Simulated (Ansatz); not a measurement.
**Hypothetical zinc blende LiF: element substitutions**

Take LiF in the zinc blende structure (space group F-43m, No. 216; a = 4.3112 Å; a hypothetical phase, not in the database extracts checked) as the base.

Each row replaces one element on all its sites; cell and atoms are relaxed.

The values are results of PBEsol (Ansatz, a first-principles code, PAW, spin-orbit coupling left out), not measurements.

| case | gap character | shortest interatomic distance | electron mass | width of the top valence band |
|---|---|---|---|---|
| base | direct at Γ | 1.867 Å | 0.83 mₑ (at Γ) | 0.80 eV |
| Li → K | indirect, X → Γ | 2.531 Å | 0.62 mₑ (at Γ) | 0.23 eV |
| Li → H | direct at Γ | 1.500 Å | 0.40 mₑ (at Γ) | 2.08 eV |
| F → Cl | direct at Γ | 2.356 Å | 0.51 mₑ (at Γ) | 1.04 eV |

Masses are band curvatures over ±0.01 Å⁻¹ around the edge. Whether these cells are dynamically stable was not tested. As relaxed here, KF, HF and LiCl are hypothetical phases, not in the database extracts checked.
